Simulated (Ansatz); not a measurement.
L1₂ (Cu3Au-type) Ni3Al: PBE at its full settings (plane-wave cutoff 520 eV, 16×16×16 k mesh, Fermi–Dirac smearing 0.05 eV, spin-polarised with parallel moments, scalar-relativistic PAW data made under PBE) and at cheaper ones, in a cell of 4 atoms with Γ-centred meshes.

| level and setting | equilibrium lattice constant a (Å) | bulk modulus (GPa) |
|---|---|---|
| PBE (Ansatz) | 3.567 | 182 |
| PBE (Γ point alone) (Ansatz) | 3.735 | 129 |
| PBE (2×2×2 k mesh) (Ansatz) | 3.562 | 184 |
| PBE (6×6×6 k mesh) (Ansatz) | 3.567 | 182 |

Largest shifts from the full settings: lattice constant a +4.71 % (PBE (Γ point alone)), against a difference of -0.14 % of the full result from the reference 3.572 Å (measured, temperature not stated, not corrected to a static lattice; as tabulated in Tensorial elastic properties and stability of interface states associated with …); bulk modulus -29 % (PBE (Γ point alone)), against a difference of +4.6 % of the full result from the reference 174 GPa (measured, temperature not stated, not corrected to a static lattice; as tabulated in Zarkevich et al. (2023), arXiv:2304.06869).

The full settings aren't shown to be converged themselves.

Ansatz's density-functional and Hartree–Fock values are scalar-relativistic unless marked +SOC, with PAW data made under PBE.

Run with cheap settings on purpose, which may leave them unconverged: PBE (2×2×2 k mesh), PBE (6×6×6 k mesh), PBE (Γ point alone).

Ansatz is a program for electronic structure.
